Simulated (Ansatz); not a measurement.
Take AlRu in the CsCl type structure (space group Pm-3m, No. 221; a = 2.9832 Å; relaxed with 0.1 eV smearing) as the base. Axes: x, y, z lie along the cube axes.

Method: plane-wave PAW DFT at the r2SCAN level (Ansatz, an electronic-structure program, 500 eV), no spin-orbit coupling.

Before the change:

Shortest interatomic distance: 2.583 Å

It is then changed as follows: a pure shear with ε_xy = ε_yx = 0.0029, atoms relaxed at fixed cell.

**Question.** Predict the new stress, shortest interatomic distance and energy relative to the base.

**Answer.** The stress (xx, yy, zz, yz, xz, xy; compression positive) comes out as (0.0, 0.0, 0.0, 0.0, 0.0, -0.8) GPa; the shortest interatomic distance shrinks by 0.005 Å to 2.578 Å; the energy stays essentially unchanged.

The cells carry an imposed strain or load. Whether these cells are dynamically stable was not tested. All final runs are without spin polarisation.
